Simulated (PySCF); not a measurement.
PySCF 2.14.0, HF/def2-svp: Mo(O)(NH)(NH2)(SH) ([NH]=[Mo]([NH2])(=[O])[SH]), 9 atoms. The geometry is a generated start, not checked to be a minimum at this level.

```json
{
 "task": "energy",
 "method": "hf",
 "basis": "def2-svp",
 "mol.max_memory": "7000 MB",
 "mf.init_guess": "minao (default)",
 "mf.DIIS": "CDIIS (default)",
 "mf.diis_space": "8 (default)",
 "mf.conv_tol": "1e-09 (default)",
 "effective_core_potentials": "those of the basis set, past Kr",
 "basis functions (reference run)": "111"
}
```

```xyz
9

Mo     0.3186    -0.3061     0.0616
O      1.5121    -0.3887     1.1841
N      0.4223    -1.1284    -1.4587
H      0.7174    -1.6808    -2.2564
N     -0.0975     1.5230    -0.2743
H      0.1152     2.2665     0.3939
H     -0.3544     1.9703    -1.1544
S     -1.5293    -1.2820     1.1352
H     -1.1044    -0.9739     2.3689
```

The reference run uses exact four-centre integrals. Single runs; times are not shown.

Settings tried, all else as in the reference:
- density fitting
- density fitting, auxbasis = def2-universal-jfit
- COSX exchange (sgx_fit, pjs) with fitted J, mf.with_df.grids_level_i = 1, mf.with_df.grids_level_f = 3
- COSX exchange (sgx_fit, pjs) with fitted J, mf.with_df.grids_level_i = 1, mf.with_df.grids_level_f = 2 (default)
- COSX exchange (sgx_fit, pjs) with fitted J, mf.with_df.grids_level_i = 1, mf.with_df.grids_level_f = 4
- COSX exchange (sgx_fit, pjs) with fitted J, mf.with_df.grids_level_i = 1, mf.with_df.grids_level_f = 1
- density fitting of J alone, exact K
- density fitting, auxbasis = autoaux

Q: Sort the settings: which keep to the reference within 1.0 meV/atom in energy, and which don't?

A: Within it: COSX exchange (sgx_fit, pjs) with fitted J, mf.with_df.grids_level_i = 1, mf.with_df.grids_level_f = 2 (default); density fitting of J alone, exact K; COSX exchange (sgx_fit, pjs) with fitted J, mf.with_df.grids_level_i = 1, mf.with_df.grids_level_f = 4; COSX exchange (sgx_fit, pjs) with fitted J, mf.with_df.grids_level_i = 1, mf.with_df.grids_level_f = 3; density fitting. At the edge, too close to call: density fitting, auxbasis = autoaux. Outside: COSX exchange (sgx_fit, pjs) with fitted J, mf.with_df.grids_level_i = 1, mf.with_df.grids_level_f = 1; density fitting, auxbasis = def2-universal-jfit.

| setting | energy against the reference |
|---|---|
| COSX exchange (sgx_fit, pjs) with fitted J, mf.with_df.grids_level_i = 1, mf.with_df.grids_level_f = 2 (default) | −0.26 meV/atom |
| density fitting of J alone, exact K | −0.31 meV/atom |
| COSX exchange (sgx_fit, pjs) with fitted J, mf.with_df.grids_level_i = 1, mf.with_df.grids_level_f = 4 | −0.31 meV/atom |
| COSX exchange (sgx_fit, pjs) with fitted J, mf.with_df.grids_level_i = 1, mf.with_df.grids_level_f = 3 | −0.33 meV/atom |
| density fitting | +0.47 meV/atom |
| density fitting, auxbasis = autoaux | +1.0 meV/atom |
| COSX exchange (sgx_fit, pjs) with fitted J, mf.with_df.grids_level_i = 1, mf.with_df.grids_level_f = 1 | −1.4 meV/atom |
| density fitting, auxbasis = def2-universal-jfit | +7100 meV/atom |

Total energies are compared; such shifts often cancel in part in energy differences. sgx_fit (COSX, pjs=True) fits J as well, so its difference is the sum of the grid's shift in exchange and the fit's in Coulomb. def2-universal-jfit is made for Coulomb alone and misses functions that exchange needs. No test of the SCF solution's stability was run. Also tried and not ranked: density fitting, auxbasis = def2-universal-jkfit (same energy as a listed run). The tolerance is a choice made for this comparison.
